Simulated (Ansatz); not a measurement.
## Response to strain in TiC

Consider TiC in the rock salt structure (space group Fm-3m, No. 225; relaxed with 0.1 eV smearing).

```
CELL_PARAMETERS angstrom
      0.00000     2.14668     2.14668
      2.14668     0.00000     2.14668
      2.14668     2.14668     0.00000
ATOMIC_POSITIONS crystal
  Ti 0.00000 0.00000 0.00000
  C  0.50000 0.50000 0.50000
```

Cartesian axes are those of the cell as printed.

Strains are applied to the cell and any free atomic positions relax; under biaxial strain the out-of-plane vector relaxes too.

All numbers come from PBEsol (Ansatz, a quantum-chemistry and plane-wave program), spin-orbit coupling left out.

Notes on the quantities. pressure: mean of the normal stresses, compression positive; energy relative to the base: free energy F.

```csv
variant,pressure,space group,shortest interatomic distance,energy relative to the base
base,0.0 GPa,Fm-3m (No. 225),2.147 Å,0 meV/atom
"biaxial strain −0.28 %, plane normal [110], relaxed out of plane",?,Immm (No. 71),2.141 Å,+0.3 meV/atom
"biaxial strain +2.22 %, plane normal [110], relaxed out of plane",-7.8 GPa,Immm (No. 71),2.158 Å,+17 meV/atom
"biaxial strain +0.80 %, plane normal [111], relaxed out of plane",-2.9 GPa,R-3m (No. 166),2.155 Å,?
isotropic strain +1.67 %,?,Fm-3m (No. 225),2.183 Å,+20 meV/atom
isotropic strain +4.47 %,-26.9 GPa,Fm-3m (No. 225),2.243 Å,+130 meV/atom
isotropic strain +5.07 %,-29.4 GPa,Fm-3m (No. 225),2.256 Å,+164 meV/atom
uniaxial strain ε_zz = −4.51 %,14.7 GPa,I4/mmm (No. 139),2.050 Å,+41 meV/atom
uniaxial strain ε_zz = +5.53 %,-11.6 GPa,I4/mmm (No. 139),2.147 Å,+43 meV/atom
tensor shear ε_xz = −0.98 %,0.0 GPa,Immm (No. 71),2.147 Å,+2.1 meV/atom
```

Task: Complete the table.

Result: 
- biaxial strain −0.28 %, plane normal [110], relaxed out of plane, pressure: 1.1 GPa
- biaxial strain +0.80 %, plane normal [111], relaxed out of plane, energy relative to the base: +2.2 meV/atom
- isotropic strain +1.67 %, pressure: -12.0 GPa

A biaxial case was relaxed in a doubled cell and then solved in the primitive one. Whether these cells are dynamically stable was not tested. The base started in Pnma and relaxed to Fm-3m at this level. The final runs are not spin-polarised.
